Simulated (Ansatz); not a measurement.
Reference: PdCu$_{3}$ (Pm-3m), PBEsol, DFPT electron-phonon coupling, linearised Boltzmann equation (plane waves, PAW, scalar-relativistic; Ansatz, a quantum-chemistry and plane-wave program); geometry: relaxed with this functional, without spin-orbit coupling.

```cif
data_Cu3Pd
_chemical_formula_sum 'Cu3 Pd1'
_space_group_name_H-M_alt 'P 1'
_space_group_IT_number 1
_cell_length_a 3.65503
_cell_length_b 3.65503
_cell_length_c 3.65503
_cell_angle_alpha 90.000
_cell_angle_beta 90.000
_cell_angle_gamma 90.000
loop_
_space_group_symop_operation_xyz
  'x, y, z'
loop_
_atom_site_label
_atom_site_type_symbol
_atom_site_fract_x
_atom_site_fract_y
_atom_site_fract_z
_atom_site_occupancy
Cu1 Cu 0.00000 0.50000 0.50000 1
Cu2 Cu 0.50000 0.00000 0.50000 1
Cu3 Cu 0.50000 0.50000 0.00000 1
Pd1 Pd 0.00000 0.00000 0.00000 1
```

The resistivity at 300 K is 2.9 μΩ·cm.

Question: Swap Pd for Pt, keeping the structure type. How do these values move?

Answer: PtCu3 (Pm-3m): volume per atom 12.2 to 12.3 Å³; resistivity at 300 K rises (2.9 μΩ·cm to 3.5 μΩ·cm).

Question: Replace Pd by Ga on the same sites and relax. What happens?

Answer: Cu3Ga (Pm-3m): volume per atom 12.2 to 12.0 Å³; resistivity at 300 K rises (2.9 μΩ·cm to 4.6 μΩ·cm).

Moves up to 13 % count as about the same. Metals; harmonic phonons alone scatter; means over directions. Halving the electron mesh moves these values by up to 9 %; q meshes are mostly untested. Some of the runs warned that the eigensolver left states short of its tolerance. Spin-orbit coupling is left out.

Formula and space group known from diffraction (Crystallography Open Database), not checked to be the room-temperature form: PdCu3 (Pm-3m), PtCu3 (Pm-3m). Computed structure with no diffraction record at hand here (it may be known, metastable or hypothetical): Cu3Ga (Pm-3m). The missing spin-orbit coupling matters most for PtCu3 (Pm-3m).
